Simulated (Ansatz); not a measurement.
Given:

End structure of a constructed model of the (110) surface of bcc Fe, ferromagnetic, a layer of Ag in place of the second plane (bottom of the slab: a bare face, its two planes held):

```xyz
6
Lattice="2.4515 0.0000 0.0000 -0.8172 2.3113 0.0000 0.0000 0.0000 26.5000" Properties=species:S:1:pos:R:3 pbc="T T T"
Fe     0.8172     1.1556     8.1680
Fe     0.0000     0.0000    10.1696
Fe     0.8172     1.1556    12.1969
Fe     0.0000     0.0000    14.2023
Ag     0.8172     1.1556    16.5898
Fe     0.0000     0.0000    18.9900
```

Model: 6-atom slab, 10.2 Å thick at the start (thin: gaps and levels are the slab's own), 16x16x1 mesh, Fermi-Dirac 0.1 eV, dipole correction, 2 atoms held, the rest relaxed; held to the start's symmetry, so lower structures may exist; spin-polarised, ending with about 12.4 μB a cell; orders that need a larger cell were not tried, no spin-orbit, no U. It is one candidate, not shown to be the stable structure of the face.

Q: Give the work function of the top face at the level PBE in Ansatz (a quantum-chemistry and plane-wave program).

A: 4.96 eV
